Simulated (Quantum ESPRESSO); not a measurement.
Band structure of Sn2Ru (I4/mcm, 6 atoms in the cell).

```
Sn2Ru
1.0
    3.19369    -3.19369     2.88712
    3.19369     3.19369     2.88712
   -3.19369    -3.19369     2.88712
Sn Ru
4 2
Direct
  0.17458   0.16271   0.66271
  0.82542   0.83729   0.33729
  0.50000   0.33729   0.16271
  0.50000   0.66271   0.83729
  0.00000   0.25000   0.25000
  0.00000   0.75000   0.75000
```

Level of theory: LDA (PZ), GBRV 1.5 ultrasoft (LDA) pseudopotentials (plane waves; Quantum ESPRESSO).

Settings: ecutwfc = 40 Ry; ecutrho = 320 Ry; occupations = smearing; smearing = methfessel-paxton; degauss = 0.0073499 Ry; potentials = {Sn: sn_lda_v1.4.uspp.F.UPF, Ru: ru_lda_v1.2.uspp.F.UPF}; K_POINTS = automatic 5 5 5 0 0 0; nbnd = 50; conv_thr = 1e-10 Ry.

The starting cell comes from a database of computed structures (which also holds hypothetical and non-ambient phases and stackings), without a prior relaxation at this level. Spin polarisation is off.

Levels in eV from the Fermi level, bands 41 to 48:
| point | 41 | 42 | 43 | 44 | 45 | 46 | 47 | 48 |
|---|---|---|---|---|---|---|---|---|
| Γ | -1.61 | -1.10 | -0.96 | -0.61 | -0.26 | -0.26 | 1.38 | 1.38 |
| X | -1.18 | -0.96 | -0.90 | -0.61 | -0.26 | 2.03 | 2.12 | 2.38 |
| M | -0.68 | -0.57 | -0.57 | -0.24 | 1.58 | 1.69 | 3.10 | 3.10 |
| Z | -0.62 | -0.60 | -0.60 | -0.13 | 1.40 | 1.67 | 2.62 | 2.62 |
| P | -1.53 | -1.53 | -0.52 | -0.52 | 1.89 | 1.89 | 2.53 | 2.53 |
| N | -0.91 | -0.91 | -0.28 | -0.28 | 0.96 | 0.96 | 2.24 | 2.24 |
| Z1 | -0.62 | -0.60 | -0.60 | -0.13 | 1.40 | 1.67 | 2.62 | 2.62 |

Bands cross the Fermi level along this path, so the cell is metallic at this level.
